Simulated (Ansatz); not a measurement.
Ansatz (an electronic-structure program) run on Ba (Im-3m, 1 atom in the cell): self-consistent single point.

Method of the run: PBE (plane waves, PAW; Ansatz).

The change in words: lattice scaled by 0.98; kpoints.mp_grid.grid: 9 9 9 → 30 30 30. Reference geometry:
```xyz
1
Lattice="-2.4975 2.4975 2.4975 2.4975 -2.4975 2.4975 2.4975 2.4975 -2.4975" Properties=species:S:1:pos:R:3 pbc="T T T"
Ba     0.0000     0.0000     0.0000
```

Reference input (self-consistent single point, DFT, PBE, plane waves, default PAW files): basis.ecutwfc = 420 eV; kpoints.mp_grid.grid = 9 9 9; hamiltonian.xc = pbe; hamiltonian.pseudopotentials = {kind: paw} (the program's default PAW files); scf.occupations.method = gaussian; scf.occupations.width = 0.1 eV. This run's input differs from it in these lines:

Ansatz 0.2 input:
```diff
@@ -3,5 +3,5 @@
   lattice:
-    - [-2.49745000, 2.49745000, 2.49745000]
-    - [2.49745000, -2.49745000, 2.49745000]
-    - [2.49745000, 2.49745000, -2.49745000]
+    - [-2.44750100, 2.44750100, 2.44750100]
+    - [2.44750100, -2.44750100, 2.44750100]
+    - [2.44750100, 2.44750100, -2.44750100]
   atoms:
@@ -11,3 +11,3 @@
 kpoints:
-  mp_grid: { grid: [9, 9, 9] }
+  mp_grid: { grid: [30, 30, 30] }
 hamiltonian:
```

Output, abridged:

```
SCF iter   1: F=—  HF=-5949.533032 eV  |F-HF|=—  |Δ(HF+E_count)|=         —  Δρ=1.16e-3  dr2=1.12e-3  ethr=1.77e-3  ⟨swp⟩=7.6  Hψ=67477  notcnv=0
all-band conjugate gradients solve this SCF's bands
preconditioner: auto → Kerker (q_TF=auto, 2.032 Å⁻¹)
SCF iter   2: F=—  HF=-5949.533188 eV  |F-HF|=—  |Δ(HF+E_count)|=   1.56e-4  Δρ=8.16e-4  dr2=5.99e-4  ethr=1.12e-5  ⟨swp⟩=2.5  Hψ=15262  notcnv=0
   [... lines left out ...]
SCF iter   5: F=-5949.533263 eV  HF=-5949.533263 eV  |F-HF|=8.92e-9  |Δ(HF+E_count)|=   1.61e-6  Δρ=9.78e-6  dr2=7.91e-8  ethr=1.79e-8  ⟨swp⟩=2.0  Hψ=10557  notcnv=0
SCF iter   6: F=-5949.533263 eV  HF=-5949.533263 eV  |F-HF|=7.87e-10  |Δ(HF+E_count)|=   7.30e-9  Δρ=1.90e-6  dr2=2.75e-9  ethr=7.91e-10  ⟨swp⟩=3.2  Hψ=28879  notcnv=0
the search or the solves at the SCF's close seem to have found levels that the self-consistency loop had missed (the run counts 1) …
SCF 1 converged in 6 iterations: F = -5949.533263 eV  dr2 = 2.75e-9
Free energy (F): -5949.533263 eV
Internal energy: -5949.527304 eV  (E = F + TS)
E sigma→0 (E₀):  -5949.530283 eV
Entropy (-TS):   -0.005958 eV (-5.958 meV/atom)
Fermi energy:    6.375105 eV
--- Forces (eV/Å), atoms counted from 1 ---
  atom   1  Ba     0.00000000    -0.00000000    -0.00000000
--- Stress (GPa, compression-positive) ---
        0.735087       0.000000       0.000000
       -0.000000       0.735087       0.000000
       -0.000000      -0.000000       0.735087
  P = ⅓ Tr σ = 0.7351 GPa (7.351 kbar)
  The stress holds the Pulay correction. Without it, at fixed plane waves, as pw.x and ABINIT print it: P = 0.7337 GPa
```

The run converged in 6 iterations. Against the reference run the free energy rises by 8.8 meV/atom and the pressure goes from 0.15 to 0.74 GPa.

The starting cell has typed, rounded lattice constants, without a prior relaxation at this level. Its lattice was rescaled by up to half a per cent. For this run, on top of that: lattice scaled by 0.98. Ansatz's pressure includes its estimate of the finite-basis (Pulay) stress.

Cost on one core of a shared machine: roughly 40 s.
